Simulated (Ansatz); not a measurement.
Sr2SnO4 (I4/mmm), PBEsol, rigid bands in Ansatz (a program for electronic structure). Band gap 2.86 eV, N_c = 5.65e18 cm⁻³ and N_v = 1.40e20 cm⁻³ at 300 K, conductivity masses along z (a = (-2.03, 2.03, 6.26) Å; b = (2.03, -2.03, 6.26) Å; c = (2.03, 2.03, -6.26) Å) of 0.393 mₑ (electrons) and 0.902 mₑ (holes). Take k_BT = 0.02585 eV.

Question: What thermal injection velocity √(2k_BT/πm) limits a ballistic channel along the direction named?

Answer: 8.58e6 cm/s for electrons and 5.66e6 cm/s for holes, a ratio of √(m_h/m_e) = 1.51, for dilute carriers.

Question: Find the intrinsic carrier density and the intrinsic Fermi level.

Answer: n_i = √(N_c N_v) exp(−E_g/2k_BT) = 2.81e19 × exp(−55.31) = 2.7e-5 cm⁻³. The level lies (k_BT/2) ln(N_v/N_c) = 41 meV from mid-gap (positive towards the conduction band). Each 0.1 eV added to the gap lowers n_i by a factor of 6.9.

Question: A film of it is 8 nm thick, with its normal along the direction named. Estimate the confinement energies in an infinite well.

Answer: ħ²π²/(2m t²) = 0.376 eV·nm²/(m/mₑ × t²) gives 15.0 meV for electrons and 6.51 meV for holes, so the gap would widen to about 2.88 eV. Finite barriers and nonparabolic bands lower this, and with several valleys or bands the heaviest mass along the normal sets the lowest level, not this average.

Rigid bands with the computed gap; masses take one relaxation time for all states. Spin-orbit coupling is left out; where it splits the top of the valence band, N_v and the p-type Seebeck coefficient come out somewhat high without it.

Formula and space group known from diffraction (Crystallography Open Database), not checked to be the room-temperature form: Sr2SnO4 (I4/mmm).
